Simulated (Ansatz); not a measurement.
Take KI in the rock salt structure (space group Fm-3m, No. 225; a = 7.007 Å) as the base. Axes: x, y, z lie along the cube axes.

Structures relaxed with Ansatz (a first-principles code), PBEsol, PAW, cutoff 420 eV, spin-orbit coupling left out.

Base:

Simulated powder pattern, Mo Kα, λ = 0.71073 Å (kinematic, ideal powder, no thermal factors, no anomalous dispersion; the 10 strongest lines at most, above 2 %, up to 2θ = 40°):

| 2θ (°) | I/Imax (%) | hkl |
|---|---|---|
| 10.08 | 47 | (111) |
| 11.64 | 100 | (200) |
| 16.50 | 81 | (220) |
| 19.37 | 28 | (311) |
| 20.24 | 30 | (222) |
| 23.41 | 15 | (400) |
| 26.22 | 42 | (420) |
| 28.77 | 32 | (422) |
| 35.43 | 20 | (442) |
| 37.42 | 14 | (620) |

Modification: uniaxial stress, 1 GPa compression along z, with the cell and atoms free to relax against it.

Question: How do the reflections move or split?

Answer: 
Simulated powder pattern, Mo Kα, λ = 0.71073 Å (kinematic, ideal powder, no thermal factors, no anomalous dispersion; the 10 strongest lines at most, above 2 %, up to 2θ = 40°):

| 2θ (°) | I/Imax (%) | hkl |
|---|---|---|
| 10.16 | 68 | (111) |
| 11.61 | 100 | (200) |
| 11.98 | 46 | (002) |
| 16.44 | 40 | (220) |
| 16.71 | 77 | (202) |
| 19.37 | 28 | (311) |
| 20.40 | 44 | (222) |
| 26.14 | 21 | (420) |
| 26.31 | 21 | (402) |
| 28.84 | 31 | (422) |

The indices refer to the base's conventional cell; one index is shown for lines that coincide. The space group is now I4/mmm (No. 139).

Load acts through the strain it causes; cell and atoms are relaxed under it. Stability under load was not tested beyond the relaxation.
